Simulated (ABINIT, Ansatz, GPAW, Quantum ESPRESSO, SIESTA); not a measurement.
TiOs (Pm-3m, 2 atoms in the cell) computed with different codes at matched settings

Self-consistent single point.

```
CELL_PARAMETERS angstrom
      3.08463     0.00000     0.00000
      0.00000     3.08463     0.00000
      0.00000     0.00000     3.08463
ATOMIC_POSITIONS crystal
  Ti 0.50000 0.50000 0.50000
  Os 0.00000 0.00000 0.00000
```

All programs got the same cell, k-point mesh and kind of occupations (in Ansatz's words: kpoints.mp_grid.grid = 14 14 14; scf.occupations.method = gaussian; scf.occupations.width = 0.0073 Ry); potentials, basis and cutoffs are each program's usual ones.

```
code                                                                                                                                      model  pressure (GPa)  k-points       cutoff
----------------  -----------------------------------------------------------------------------------------------------------------------------  --------------  --------  -----------
SIESTA            GGA PBEsol, numerical atomic orbitals DZP, PseudoDojo PBEsol standard norm-conserving potentials (rewritten from UPF to PSML)           -7.66      1484  grid 300 Ry
Quantum ESPRESSO                                                                           PBEsol, GBRV 1.5 ultrasoft (PBESOL) pseudopotentials           -5.86       120        50 Ry
GPAW                                                                                      PBEsol, GPAW PAW datasets PBEsol (made by gpaw-setup)           -5.63       120       800 eV
ABINIT                                                           PBEsol, norm-conserving pseudopotentials (PseudoDojo nc-sr-04 PBEsol standard)           -5.67       120      1143 eV
Ansatz                                                                                                  PBEsol, default PAW files made with PBE           -5.64       120      default
```

The spread over the programs that give each value: pressure within 2.03 GPa.

The starting cell comes from a database of computed structures (which also holds hypothetical and non-ambient phases and stackings), without a prior relaxation at this level. On Ansatz's run: Spin-orbit coupling is off. Spin polarisation is off. In the base run, with a pressure of about -6 GPa the cell is away from its equilibrium volume at this level.

Why do the programs differ, and what cannot be compared?

Differences of this kind can come from the potentials, where these differ, and from what each basis and cutoff leave unconverged. The valence holds different numbers of electrons (SIESTA 28, Quantum ESPRESSO 28, GPAW 26, ABINIT 28, Ansatz (a quantum-chemistry and plane-wave program) 28). The zero of total energies and Fermi levels follows the potentials and each program's conventions, so they are not compared here. SIESTA uses small atom-centred bases, whose incompleteness enters pressures, forces and empty levels differently from a plane-wave cutoff. Ansatz's pressure is given at a fixed set of plane waves, as the other plane-wave codes print theirs; with its correction for the finite basis it is -5.60 GPa. Ansatz's smearing width was typed in Ry to four decimals, so it matches the others to a few per cent. The programs reduce the same mesh by symmetry to different extents, which changes the work and not the result. In the pressure, SIESTA (by 2.01) lies more than 1 GPa from the median of the plane-wave programs.

Left out of this page: Elk and FLEUR (not drawn, or without a comparable value).

Keys are those of Ansatz 0.2.
